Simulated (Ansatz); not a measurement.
An H-capped Ge nanowire along [112], 10 atoms a period besides the caps, stretched and compressed along its axis from its relaxed period of 7.165 Å, atoms relaxed at each length.

All values below come from PBE (plane waves to 420 eV, PAW; Ansatz, a program for electronic structure). Mesh 1×1×6. No spin polarisation. Isolated but for its images some 11 Å away. An idealised model, cut from the bulk lattice. It keeps the symmetry and period of its start, so it need not be a minimum against all distortions. Values not marked SOC lack spin–orbit coupling. Buckling under compression is shut out by symmetry and the short period. Energies are free energies at a Fermi–Dirac width of 0.02 eV, from the unstrained cell.

```json
[
 {"strain (%)": "-3.0", "energy (meV a period)": "+33", "axial force (nN)": "-0.49", "PBE gap (eV)": "3.35"},
 {"strain (%)": "-1.5", "energy (meV a period)": "+8", "axial force (nN)": "-0.25", "PBE gap (eV)": "3.30"},
 {"strain (%)": "0.0", "energy (meV a period)": "0", "axial force (nN)": "-0.01", "PBE gap (eV)": "3.23"},
 {"strain (%)": "+1.5", "energy (meV a period)": "(withheld)", "axial force (nN)": "(withheld)", "PBE gap (eV)": "(withheld)"},
 {"strain (%)": "+3.0", "energy (meV a period)": "(withheld)", "axial force (nN)": "(withheld)", "PBE gap (eV)": "(withheld)"},
 {"strain (%)": "+6.0", "energy (meV a period)": "+124", "axial force (nN)": "+0.93", "PBE gap (eV)": "2.70"}
]
```

**Question.** What belongs in the gaps?

**Answer.** 
- +1.5, energy (meV a period): +7
- +1.5, axial force (nN): +0.23
- +1.5, PBE gap (eV): 3.13
- +3.0, energy (meV a period): +30
- +3.0, axial force (nN): +0.47
- +3.0, PBE gap (eV): 2.99
